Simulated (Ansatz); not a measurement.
**A computed series for hypothetical cubic perovskite KSrCl3: response to strain**

The reference is KSrCl$_{3}$ in the cubic perovskite structure (space group Pm-3m, No. 221; a = 5.6767 Å; a hypothetical phase, not in the database extracts checked). Axes: x, y, z lie along the cube axes.

Strains are applied to the cell and any free atomic positions relax; under biaxial strain the out-of-plane vector relaxes too.

Computed with PBE (Ansatz, a first-principles code), scalar-relativistic without spin-orbit coupling.

Notes on the quantities. energy relative to the base: free energy F; pressure: mean of the normal stresses, compression positive.

| case | energy relative to the base | out-of-plane strain | pressure | electron mass | shortest interatomic distance |
|---|---|---|---|---|---|
| base | 0 meV/atom | – | 0.01 GPa | 0.49 mₑ (at Γ) | 2.838 Å |
| biaxial strain −4.80 %, plane normal [110], relaxed out of plane | +21 meV/atom | +4.20 % | 1.42 GPa | 0.45 mₑ out of plane, 0.50 mₑ in plane (at Γ) | 2.702 Å |
| biaxial strain −1.02 %, plane normal [110], relaxed out of plane | +0.8 meV/atom | +0.93 % | 0.25 GPa | 0.49 mₑ (at Γ) | 2.809 Å |
| biaxial strain −2.85 %, plane normal [111], relaxed out of plane | +3.9 meV/atom | +3.90 % | 0.39 GPa | 0.47 mₑ out of plane, 0.50 mₑ in plane (at Γ) | 2.823 Å |
| biaxial strain +0.69 %, plane normal [111], relaxed out of plane | +0.2 meV/atom | -0.87 % | -0.10 GPa | 0.49 mₑ (at Γ) | 2.843 Å |
| isotropic strain −1.78 % | +7.2 meV/atom | – | 1.25 GPa | 0.48 mₑ (at Γ) | 2.788 Å |

The levels and masses belong to the bands next to the band gap. Masses are band curvatures over ±0.01 Å⁻¹ around the edge. Whether these cells are dynamically stable was not tested. Many cubic perovskites are stable only at high temperature; tilts and polar distortions were not tested.
